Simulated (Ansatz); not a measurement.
# Point defect Cd vacancy in zinc-blende CdTe

These are PBE, PAW (plane waves to 420 eV; Ansatz, a quantum-chemistry and plane-wave program) values and carry that method's errors. Cell and caveats: 216-site cell; Γ-point k-points; start: the Cd site; host gap 0.58 eV; charged states image-corrected; no spin–orbit coupling; not converged in cell size; flagged in the runs: zone-centre sampling.

Neighbours after relaxation, in Å: of the emptied site: Te 2.59, Te 2.59, Te 2.59, Te 2.59.

Formation energies E_f are given with the Fermi level at the valence-band maximum. Chemical conditions: Cd-rich (Δμ(Cd) = 0.00 eV; only phases computed here count, gases as isolated molecules at 0 K); Te-rich (Δμ(Cd) = -0.93 eV; only phases computed here count, gases as isolated molecules at 0 K). Reference phases: Cd: hcp Cd.

```
charge         moment (μB)  largest move off a lattice site (Å)  image correction with alignment (eV)  E_f, Cd-rich (eV)  E_f, Te-rich (eV)
------  ------------------  -----------------------------------  ------------------------------------  -----------------  -----------------
−2      not spin-polarised                                 0.28                                  0.42               2.97               2.04
```

No usable result was obtained for charge +1, 0, −1.

Flagged in the runs: zone-centre sampling.

All states together cost very roughly 40 core-hours.
